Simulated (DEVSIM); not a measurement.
## abrupt GaAs n-p junction

Device: abrupt GaAs n-p junction, at 300 K.

```csv
layer (left to right),material,thickness (μm),Nd (cm⁻³),Na (cm⁻³),τn (s),τp (s)
1,GaAs,75.0,6.9e15,-,1e-8,1e-8
2,GaAs,0.450,-,2.5e14,1e-8,1e-8
```

Left contact: ohmic. Right contact: ohmic. Voltage is applied to the left contact. Recombination: SRH at mid-gap. Mobility is μmin + (μ − μmin)/(1 + (N/Nref)^α).

This is a model device: material constants are rounded textbook-type values typed into the input, and sizes, dopings and lifetimes were drawn at random. Values at 300 K.

```tsv
parameter	GaAs
gap (eV)	1.424
affinity (eV)	4.07
permittivity	12.9
Nc (cm⁻³)	4.7e17
Nv (cm⁻³)	9e18
μn (cm²/Vs)	8500
μp (cm²/Vs)	400
μn,min	500
μp,min	20
Nref,n	6e16
Nref,p	1.5e17
αn	0.39
αp	0.38
```

Model (solved in DEVSIM): 1D drift-diffusion, Boltzmann statistics, complete ionisation; no tunnelling, impact ionisation, image-force lowering or self-heating.

```json
{
  "potential_step_across_the_device_at_zero_bias": "1.044 V",
  "largest_field_in_the_device_at_zero_bias": "19000 V/cm",
  "Dark forward voltage at 1 A/cm²": "0.773 V",
  "Dark forward voltage at 100 A/cm²": "1.029 V"
}
```

Dark forward current:

| V (V) | J (A/cm²) |
|---|---|
| -0.05 | -1.5e-10 |
| -0.10 | -5.5e-10 |
| -0.20 | -5.3e-9 |
| -0.25 | -1.8e-8 |
| -0.30 | -7.0e-8 |
| -0.40 | -1.7e-6 |
| -0.45 | -1.0e-5 |
| -0.55 | -0.00038 |
| -0.60 | -0.0023 |
| -0.65 | -0.014 |
| -0.75 | -0.48 |
| -0.80 | -2.5 |
| -0.85 | -9.8 |
| -0.95 | -52 |
| -1.00 | -82 |
| -1.10 | -150 |
| -1.15 | -190 |
| -1.20 | -230 |
| -1.30 | -310 |
| -1.35 | -350 |
| -1.40 | -390 |
| -1.50 | -470 |
| -1.55 | -510 |
| -1.65 | -600 |
| -1.70 | -640 |
| -1.75 | -680 |
| -1.85 | -760 |
| -1.90 | -810 |

Small-signal capacitance in reverse bias (quasi-static):

```csv
V (V),C (nF/cm²)
0.04,17.5
0.1,17.2
0.2,16.8
0.3,16.5
0.4,16.1
0.6,15.5
0.8,14.9
1,14.4
1.3,13.8
1.6,13.2
2,12.5
```
